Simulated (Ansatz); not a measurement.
Nb3Au under a change: pressure 10 GPa

The reference is Nb$_{3}$Au in the A15 (Cr3Si type) structure (space group Pm-3n, No. 223; a = 5.174 Å).

The change: a hydrostatic pressure of 10 GPa.

Method: Kohn–Sham DFT with the PBEsol functional, run in Ansatz (a first-principles code) with PAW and 420 eV plane waves, no spin-orbit coupling. Settings: 9×9×9 k-points, 0.05 eV Fermi–Dirac smearing.

The volume per atom falls by 0.765 Å³ (17.32 Å³ → 16.55 Å³) and the density rises by 0.53 g/cm³ to 11.93 g/cm³. The lattice parameter a decreases by 0.077 Å (5.174 Å → 5.097 Å) and the enthalpy H = E + PV relative to the base's energy amounts to +1.06 eV/atom. The band gap is still zero.

Cost of the whole job for the changed cell (relaxation, final SCF and bands): roughly 90 core-seconds.

Load acts through the strain it causes; cell and atoms are relaxed under it. No phonon test of stability was made. No other phases were tried under pressure. The final runs are not spin-polarised.
